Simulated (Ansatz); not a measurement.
Where the default PAW files enter, the runs use the earlier of Ansatz's two default sets.

The decay constant κ of evanescent states in the gap governs leakage through a thin film.

Given:

```
GaN
1.0
    3.18693     0.00000     0.00000
    0.00000     3.18693     0.00000
    1.59347     1.59347     2.25350
Ga N
1 1
Cartesian
  0.00000   0.00000   0.00000
  1.59347   3.18693   1.12675
```

Space group of this cell: F-43m, zinc blende. The cell is taken as given; by LDA its mean pressure is -6.5 GPa.

Transport runs along the normal of the first two printed cell vectors, the (001) plane of the conventional cell.

The gap is the functional's own. No spin-orbit coupling. Mid-gap values are interpolated on the energy grid.

### Question
Predict the band gap and the smallest decay constant κ at mid-gap from Ansatz (an electronic-structure program) with LDA.

### Answer
Gap 1.74 eV on a 14×14×14 mesh; κ = 0.135 1/Å, at the zone centre.
